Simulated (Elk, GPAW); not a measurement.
A GPAW input for a self-consistent single point of TiAl3 (Pmm2, 4 atoms in the cell) (DFT LDA (Perdew-Wang 92), plane waves, GPAW PAW datasets LDA (gpaw-data 1.0.1)):

```python
from ase import Atoms
from ase.units import GPa
from gpaw import GPAW, PW, FermiDirac

atoms = Atoms(['Ti', 'Al', 'Al', 'Al'],
              cell=[[2.782886, 0.000000, 0.000000],
                    [0.000000, 4.587635, 0.000000],
                    [0.000000, 0.000000, 4.802725]],
              scaled_positions=[[0.000000, 0.500000, 0.165920],
                                [0.500000, 0.500000, 0.667270],
                                [0.500000, 0.000000, 0.330910],
                                [0.000000, 0.000000, 0.835900]],
              pbc=True)

calc = GPAW(mode=PW(850),
            xc='LDA',
            kpts={'size': (12, 7, 7), 'gamma': True},
            occupations=FermiDirac(0.1),
            nbands=-10,
            convergence={'density': 1e-05, 'energy': 1e-05},
            symmetry={'symmorphic': False, 'tolerance': 0.0005},
            maxiter=100,
            txt='-')

atoms.calc = calc

energy = atoms.get_potential_energy()
print('Energy (eV):', round(energy, 6))
forces = atoms.get_forces()
print('Forces (eV/Ang):')
print(forces.round(5))
stress = atoms.get_stress()
print('Stress (GPa, Voigt):', (stress / GPa).round(4))
```

Problem. Translate this input to Elk.

Solution. One input that does it (others would too):

```
tasks
  0

xctype
  3

rgkmax
  8.0

gmaxvr
  16.0

nxoapwlo
  1

stype
  3

swidth
  0.00367493

avec
    5.2588923761    0.0000000000    0.0000000000
    0.0000000000    8.6693737097    0.0000000000
    0.0000000000    0.0000000000    9.0758349019

atoms
  2   : nspecies
  'Ti.in'   : spfname
  1   : natoms; atposl, bfcmt below
  0.0000000000  0.5000000000  0.1659200000    0.0 0.0 0.0
  'Al.in'   : spfname
  3   : natoms; atposl, bfcmt below
  0.5000000000  0.5000000000  0.6672700000    0.0 0.0 0.0
  0.5000000000  0.0000000000  0.3309100000    0.0 0.0 0.0
  0.0000000000  0.0000000000  0.8359000000    0.0 0.0 0.0

ngridk
  12 7 7
```

Basis, cutoffs, solver keys and any potentials are the target program's own. This input uses DFT, LDA (PW92), all-electron FP-LAPW, Elk's shipped species files, LAPW+lo basis. LDA parametrisations can differ slightly between programs.

The starting cell comes from a database of computed structures (which also holds hypothetical and non-ambient phases and stackings), without a prior relaxation at this level. For this run, on top of that: lattice scaled by 0.98.
